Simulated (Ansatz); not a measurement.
Consider CoSn (space group P6/mmm, No. 191; a = 5.294 Å, c = 4.235 Å; non-magnetic).

Level of theory: Ansatz (a program for electronic structure), PBE, PAW, cutoff 420 eV, no spin-orbit coupling.

Before the change:

| Item | Value |
|---|---|
| Density | 8.61 g/cm³ |

The change: a hydrostatic pressure of 60 GPa.

Q: Predict the new density.

A: The density goes up by 2.50 g/cm³ (8.61 g/cm³ → 11.11 g/cm³).

Load acts through the strain it causes; cell and atoms are relaxed under it. Stability against distortions was not tested. No other phases were tried under pressure. Seeded moments were not kept for the base. The final runs are not spin-polarised.
